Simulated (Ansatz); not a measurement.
One pseudomorphic plane of X on fcc Rh (111), continuing the host's stacking (six planes of the host, 1x1 cell of 6.35 Å², clean work function 5.14 eV). ΔE counts an X atom from its bulk element. E_seg is the energy of the plane on top less that of the same plane lying second, under one plane of the host, at equal numbers of atoms (made equal with bulk Rh); a negative value keeps X outside. χ is Pauling's electronegativity. These are constructed structures, held to the host's lattice; rows with a moment ran spin-polarised from parallel moments in the plane, the only order that a 1x1 cell holds, and a change of moment is part of their E_seg.

All values below come from PBE (plane waves to 420 eV, PAW; Ansatz, a quantum-chemistry and plane-wave program).

| X | χ | ΔE (eV) | Δφ (eV) | E_seg (eV) | moment of the cell, X on top / second (μB) |
|---|---|---|---|---|---|
| Mn | 1.55 | 0.21 | -0.86 | 0.50 | 3.7 / 2.4 |
| Nb | 1.60 | 0.15 | -0.08 | 0.87 | – |
| Zn | 1.65 | -0.77 | -0.69 | -0.20 | – |
| In | 1.78 | 0.17 | -1.45 | -0.48 | – |
| Ag | 1.93 | -0.18 | -0.45 | -0.75 | – |
| Ge | 2.01 | -0.58 | -0.65 | -0.16 | – |
| Ru | 2.20 | 0.32 | 0.03 | 0.35 | – |
| Au | 2.54 | -0.29 | 0.03 | -0.87 | – |

No prediction is posed: with one row set aside, none of the pairs tried (Δφ and E_seg against χ, E_seg against ΔE) correlates at 0.6.

Work function. Over these 8 rows Δφ correlates with χ at r = 0.53. It runs from -1.45 eV (In) to 0.03 eV (Ru), that is from 3.69 to 5.17 eV in all.

Place. E_seg is below −0.05 eV, so that the full plane is lower on top, for Zn, In, Ag, Ge, Au; above 0.05 eV, so that it is lower under one plane of the host, for Mn, Nb, Ru.

ΔE is negative for Zn, Ag, Ge, Au: there the strained plane on this host is lower than the bare face and X's own bulk. Alloying within the plane, relief of strain and larger cells were not tried.

Left out: 10 runs of this family that did not converge or found no flat vacuum level.
